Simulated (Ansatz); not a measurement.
Base system: TiO$_{2}$ in the anatase structure (space group I4_1/amd, No. 141; a = 3.770 Å, c = 9.552 Å).

Calculations: PBEsol (Ansatz, a program for electronic structure), no SOC.

Before the change:

- Pressure: 0.0 kbar

Now apply this change: the cell is scaled by 1.0120 in all directions; the atoms relax in the strained cell.

**Question.** What happens to the pressure, mean gap deformation potential ΔEg/Δln V and energy relative to the base?

**Answer.** The pressure (mean of the normal stresses, compression positive) goes from zero to -66.5 kbar; the mean gap deformation potential ΔEg/Δln V amounts to -0.8 eV; the energy increases by 8.9 meV/atom.

Stability against distortions was not tested. The final runs are not spin-polarised.
